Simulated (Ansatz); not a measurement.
## Short convergence ladders for MoW (Cmm2, 2 atoms in the cell)

```xyz
2
Lattice="1.5714 -2.2231 0.0000 1.5714 2.2231 0.0000 0.0000 0.0000 4.4642" Properties=species:S:1:pos:R:3 pbc="T T T"
Mo     0.0000     0.0000     0.0500
W      1.5714     0.0000     2.2321
```

Base method: PBEsol, default PAW files made with PBE (plane waves; Ansatz, a first-principles code).

Base settings: basis.ecutwfc = 420 eV; kpoints.mp_grid.grid = 11 11 7; hamiltonian.xc = pbesol; hamiltonian.pseudopotentials = {kind: paw} (the program's default PAW files); scf.occupations.method = fermi_dirac; scf.occupations.width = 0.1 eV.

The count of work is k-points × plane waves × bands × iterations; it is no time. Core times come from one kind of shared machine, to one figure; runs under 30 s give none.

**The cutoff for other potential files**

Level: DFT, PBEsol, plane waves, harder PAW files (source: ansatz) made with PBE.

In this ladder: hamiltonian.pseudopotentials = {kind: paw, source: ansatz}.

The second cell is the first with its lattice scaled by 0.98.

The mesh stays at the base's, so the ladder's end is converged at best in this setting alone.

The first pressure column holds Ansatz's estimate of the finite-basis (Pulay) stress, which hides part of the cutoff error; the other is without it.

Only quantities that move along the ladder and can be compared are tabulated.

```csv
basis.ecutwfc,free energy less the last step's (meV/atom),energy of the compressed cell less the first (meV/atom),pressure (GPa),pressure without the Pulay estimate (GPa),largest difference of a force vector from the last step's (eV/Å),count of work / last,core time / last (rough)
340 eV,61182.99,237.46,2.13,-3854.09,0.574,0.10,–
420 eV,7635.97,71.63,4.21,-563.67,0.012,0.15,–
530 eV,409.28,51.72,-0.82,-43.24,0.001,0.21,–
645 eV,8.76,51.18,-0.72,-2.21,0.000,0.28,–
760 eV,1.14,51.17,-0.71,-0.72,0.000,0.35,–
910 eV,0.69,51.17,-0.71,-0.71,0.000,0.46,0.6
1140 eV,0.30,51.17,-0.71,-0.72,0.000,0.66,0.7
1520 eV,0.00,51.17,-0.71,-0.72,0.000,1.0,1
```

Coarsest basis.ecutwfc that holds the pressure within 0.1 GPa of the last step, with all finer ones: 645 eV, at 0.28 of the last step's count of work; the step before is off by 0.11 GPa.

Coarsest basis.ecutwfc that holds the pressure without the Pulay estimate within 0.1 GPa of the last step, with all finer ones: 760 eV, at 0.35 of the last step's count of work; the step before is off by 1.5 GPa.

Coarsest basis.ecutwfc that holds the forces within 0.005 eV/Å of the last step, with all finer ones: 530 eV, at 0.21 of the last step's count of work; the step before is off by 0.012 eV/Å.

The energy difference between the two cells stays within 1 meV/atom of the last step's from 530 eV on, the total only from 910 eV on: much of the error is common to both cells and cancels.

At the lowest cutoff the pressure without the Pulay estimate lies 3850 GPa under the last step's, the usual sign of Pulay stress in an incomplete plane-wave basis.

**The relaxed cell against the cutoff**

On MoW (Cmmm, 2 atoms in the cell): atoms on their sites.

In this ladder: relax = cell and atoms.

The mesh stays at the base's, so the ladder's end is converged at best in this setting alone.

Only quantities that move along the ladder and can be compared are tabulated.

```csv
basis.ecutwfc,relaxed volume (Å³/atom),relaxation steps,core time / last (rough)
210 eV,15.774,52,1
250 eV,15.594,18,0.5
295 eV,15.540,10,–
355 eV,15.536,7,–
420 eV,15.535,7,–
505 eV,15.534,7,0.4
630 eV,15.534,7,0.6
840 eV,15.534,7,1
```

Coarsest basis.ecutwfc that holds the relaxed volume within 0.078 Å³/atom of the last step, with all finer ones: 250 eV; the step before is off by 0.24 Å³/atom.

At the lowest cutoff the cell relaxes to a volume 1.5 % larger than at the highest. Ansatz relaxes on a stress corrected for the finite basis.

On the base run: the starting cell comes from a database of computed structures (which also holds hypothetical and non-ambient phases and stackings), without a prior relaxation at this level. Its lattice was rescaled by up to half a per cent. One atom was moved a little off its site on purpose. Spin polarisation is off.

Keys are those of Ansatz 0.2.
